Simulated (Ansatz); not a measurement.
Start from a 28-atom supercell of TiAl3 (space group I4/mmm, No. 139; a = 3.816 Å, c = 8.551 Å) at its relaxed geometry.

All numbers come from DFT with PBEsol, PAW potentials and a 420 eV plane-wave cutoff in Ansatz (a quantum-chemistry and plane-wave program), without spin-orbit coupling.

One neutral defect a cell, atoms relaxed at fixed cell.

One change was made to it. Results:

| quantity | base | after |
|---|---|---|
| largest displacement of a host atom from its site in the perfect cell | – | 0.05 Å |
| pressure | 0.0 GPa | -0.6 GPa |

Q: Which of these changes matches the shifts?
A. Al vacancy
B. Ti interstitial (started 1.91 Å from the nearest host atom)
C. B on a Al site

A: A, Al vacancy. For comparison, the largest displacement of a host atom from its site in the perfect cell in the other runs: B on a Al site gives 0.23 Å; Ti interstitial (started 1.91 Å from the nearest host atom) gives 0.93 Å.

In so small a cell the defect repeats every few ångströms: this is an ordered compound, not a dilute defect. All final runs are without spin polarisation.
